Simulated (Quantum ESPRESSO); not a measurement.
Quantum ESPRESSO run on CaZnF4 (I4_1/a, 12 atoms in the cell): self-consistent single point.

Method of the run: LDA (PW92), PseudoDojo standard norm-conserving (LDA) pseudopotentials (plane waves; Quantum ESPRESSO 7.5).

```
CELL_PARAMETERS angstrom
      2.66150    -2.66150     5.50600
      2.66150     2.66150     5.50600
     -2.66150    -2.66150     5.50600
ATOMIC_POSITIONS crystal
  Zn 0.00000 0.00000 0.00000
  Zn 0.50000 0.25000 0.75000
  F  0.57500 0.35700 0.25200
  F  0.39500 0.18200 0.10700
  F  0.42500 0.82700 0.93200
  F  0.60500 0.50200 0.57700
  F  0.92500 0.89300 0.49800
  F  0.10500 0.06800 0.64300
  F  0.07500 0.42300 0.81800
  F  0.89500 0.74800 0.17300
  Ca 0.00000 0.50000 0.50000
  Ca 0.50000 0.75000 0.25000
```

Reference input (self-consistent single point, DFT, LDA (PZ), plane waves, GBRV 1.5 ultrasoft (LDA) pseudopotentials): ecutwfc = 50 Ry; ecutrho = 250 Ry; occupations = smearing; smearing = gauss; degauss = 0.0036749 Ry; potentials = {Zn: zn_lda_v1.uspp.F.UPF, F: f_lda_v1.4.uspp.F.UPF, Ca: ca_lda_v1.uspp.F.UPF}; K_POINTS = automatic 4 4 4 1 1 1; conv_thr = 1e-09 Ry. This run's input differs from it in these lines:

```diff
@@ -13,4 +13,3 @@
  ntyp = 3,
- ecutwfc = 50,
- ecutrho = 250,
+ ecutwfc = 85,
  occupations = 'smearing',
@@ -23,5 +22,5 @@
 ATOMIC_SPECIES
-Zn    65.3800  zn_lda_v1.uspp.F.UPF
-F     18.9984  f_lda_v1.4.uspp.F.UPF
-Ca    40.0780  ca_lda_v1.uspp.F.UPF
+Zn    65.3800  Zn.upf
+F     18.9984  F.upf
+Ca    40.0780  Ca.upf
 ATOMIC_POSITIONS crystal
```

Output, abridged:

```
     Self-consistent Calculation

     iteration #  1     ecut=    85.00 Ry     beta= 0.70

     total energy              =   -1384.43849180 Ry
     estimated scf accuracy    <       1.29483930 Ry

     iteration #  2     ecut=    85.00 Ry     beta= 0.70

     total energy              =   -1384.78542125 Ry
     estimated scf accuracy    <       1.08699616 Ry

     iteration #  3     ecut=    85.00 Ry     beta= 0.70

     total energy              =   -1385.01313203 Ry
     estimated scf accuracy    <       0.00649870 Ry

   [... 4 blocks of this kind left out ...]

     iteration #  8     ecut=    85.00 Ry     beta= 0.70

     total energy              =   -1385.01431724 Ry
     estimated scf accuracy    <          1.9E-09 Ry

     iteration #  9     ecut=    85.00 Ry     beta= 0.70
     End of self-consistent calculation

     the Fermi energy is     6.0586 ev

!    total energy              =   -1385.01431724 Ry
     estimated scf accuracy    <          6.2E-10 Ry
     smearing contrib. (-TS)   =      -0.00000000 Ry
     internal energy E=F+TS    =   -1385.01431724 Ry

     convergence has been achieved in   9 iterations

     Forces acting on atoms (cartesian axes, Ry/au):

     atom    1 type  1   force =    -0.00000000    0.00000000    0.00000000
     atom    2 type  1   force =     0.00000000    0.00000000   -0.00000000
     atom    3 type  2   force =    -0.00264337   -0.00540608   -0.00894261
     atom    4 type  2   force =     0.00540608   -0.00264337   -0.00894261
     atom    5 type  2   force =     0.00264337    0.00540608   -0.00894261
   [... lines left out ...]

     Total force =     0.030487     Total SCF correction =     0.000017

          total   stress  (Ry/bohr**3)                   (kbar)     P=      -70.41
  -0.00049686  -0.00000000   0.00000000          -73.09       -0.00        0.00
  -0.00000000  -0.00049686  -0.00000000           -0.00      -73.09       -0.00
   0.00000000  -0.00000000  -0.00044229            0.00       -0.00      -65.06

   JOB DONE.
```

The run converged in 9 iterations. Against the reference run the pressure goes from -6.69 to -7.04 GPa, the largest force goes from 0.238 to 0.277 eV/Å and the gap on the mesh goes from 5.205 to 5.278 eV. The full log also holds: “c_bands:  1 eigenvalues not converged”.

The starting cell comes from a database of published, mostly measured structures (it also holds non-ambient and calculated ones), without a prior relaxation at this level. With a pressure of about -7 GPa the cell is away from its equilibrium volume at this level. The shifted mesh does not hold Γ, so a gap read on it misses any band edge there.

Cost on one core of a shared machine: roughly 8 min.
